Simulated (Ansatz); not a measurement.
# Equilibrium lattice constant a of Zr₂O (model structure, started from the Hf2S type, P6₃/mmc, No. 194, 6 atoms in the cell) at several levels of theory

No measured value is used here.

Task: Put these levels in order of the equilibrium lattice constant a that they give for Zr₂O (model structure, started from the Hf2S type, P6₃/mmc, No. 194, 6 atoms in the cell), smallest first: LDA (Ansatz, a program for electronic structure), PBE (Ansatz), r²SCAN (Ansatz).

Result: LDA (3.149 Å), r²SCAN (3.198 Å), PBE (3.209 Å)

Cutoffs differ between the levels. Ansatz's density-functional and Hartree–Fock values are scalar-relativistic unless marked +SOC, with PAW data made under PBE.

A model structure was made by putting elements into a prototype or built by hand; it is no filed structure, need not be a known phase, and can be a saddle point held by its symmetry.
